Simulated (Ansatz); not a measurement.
Cost and result by functional for the adsorption energy of NH3 on the 1x1 (0001) surface of hcp Ru, one in a 2x2 cell, started at the site 'bridge Ru-Ru (span 2.7 Å)', in Ansatz (plane waves, PAW). Single points on the PBE structure, on one kind of machine; costs are rough ratios of the slab run's core time (references not counted) to the cheapest single point. r2SCAN's cost holds its higher cutoff (500 against 420 eV). Differences are taken against r2SCAN for comparison alone: no measured value is at hand, so the table doesn't rank accuracy.

Model: 20-atom slab, 6.3 Å thick at the start under the adsorbate (thin: gaps and levels are the slab's own), 6x6x1 mesh, Fermi-Dirac 0.1 eV, dipole correction, 8 atoms held, the rest relaxed; no symmetry held; no spin, no spin-orbit, no U, no dispersion correction. At the end it is bonded to Ru. In PBE it is, or lies within 0.03 eV of, the lowest of the starts that converged. These notes are the PBE run's. Adsorption energies are against NH3(g). A negative adsorption energy means that the adsorbate is more stable on the surface than in its reference.

| functional | relative cost | adsorption energy (eV) | less r2SCAN (eV) |
|---|---|---|---|
| RPBE | 1 | -0.44 | 0.44 |
| r2SCAN | 2 | -0.88 | 0.00 |
| PBE (the relaxed run's value) | – | -0.74 | 0.14 |

The values span 0.44 eV, while the single points' costs differ by a factor of roughly 2. Differences are of unrounded values.

Ansatz is a program for electronic structure.
